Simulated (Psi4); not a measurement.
Psi4 1.11, BP86/def2-svp: La(OiPr)(Me)2 (CC(C)[O][La]([CH3])[CH3]), 20 atoms. The geometry is a generated start, not checked to be a minimum at this level.

| Item | Value |
|---|---|
| task | energy |
| method | bp86 |
| basis | def2-svp |
| memory | 3 GB |
| maxiter | 100 |
| keys of the molecule block | symmetry c1 |
| scf_type | df (default) |
| guess | auto, which took SAD (default) |
| scf_initial_accelerator | adiis (default) |
| e_convergence | 1e-06 (default) |
| d_convergence | 1e-06 (default) |
| dft_radial_points | 75 (default) |
| dft_spherical_points | 302 (default) |
| effective core potentials | those of the basis set, past Kr |
| basis functions | 181 |
| grid points | 426911 |

```xyz
20

La     1.0122     0.8964     0.4950
O      0.1214    -0.8140    -0.0905
C     -1.1876    -1.1200    -0.4003
C     -1.3841    -2.6441    -0.3659
C     -1.5574    -0.5642    -1.7897
H     -1.8813    -0.6743     0.3500
H     -0.7415    -3.1136    -1.1085
H     -2.4195    -2.9006    -0.5734
H     -1.1111    -3.0253     0.6146
H     -1.3845     0.5181    -1.8130
H     -0.9310    -1.0400    -2.5425
H     -2.6026    -0.7632    -2.0163
C      2.6418     0.1830     2.3509
H      2.3002    -0.7501     2.8049
H      2.7269     0.9324     3.1431
H      3.6474     0.0082     1.9521
C      0.7167     3.4083    -0.1850
H      0.0773     3.9448     0.5266
H      0.2813     3.5793    -1.1750
H      1.6753     3.9389    -0.1773
```

Charge 0 and multiplicity 1 are set for this test and not shown to be the ground state.

One run each on 2 threads. Values of diis_max_vecs tried: 3, 6, 10 (default), 20.

**Question.** Which value of diis_max_vecs needs the fewest SCF iterations, and what happens away from it?

**Answer.** Fewest SCF iterations, within one of each other: 6 with 12, 10 (default) with 11, 20 with 11. The count rises to 24 at 3. All converge to one solution.

| diis_max_vecs | SCF iterations | end |
|---|---|---|
| 3 | 24 | same solution |
| 6 | 12 | same solution |
| 10 (default) | 11 | same solution |
| 20 | 11 | same solution |
